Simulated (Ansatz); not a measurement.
Take Ca in the fcc (Cu type) structure (space group Fm-3m, No. 225; a = 5.456 Å; relaxed with 0.1 eV smearing) as the base.

Method: plane-wave PAW DFT at the PBEsol level (Ansatz, a program for electronic structure, 420 eV), without spin-orbit coupling.

Before the change:

Pressure: 0.0 GPa
Band gap: zero

Perturbation: every lattice vector is stretched by 3.00 %, atoms relaxed at fixed cell.

### Question
Estimate the effect on the pressure, energy relative to the base and band gap.

### Answer
The pressure goes from zero to -1.4 GPa; the energy grows by 17 meV/atom; the band gap stays zero.

The cells carry an imposed strain or load. Whether these cells are dynamically stable was not tested.
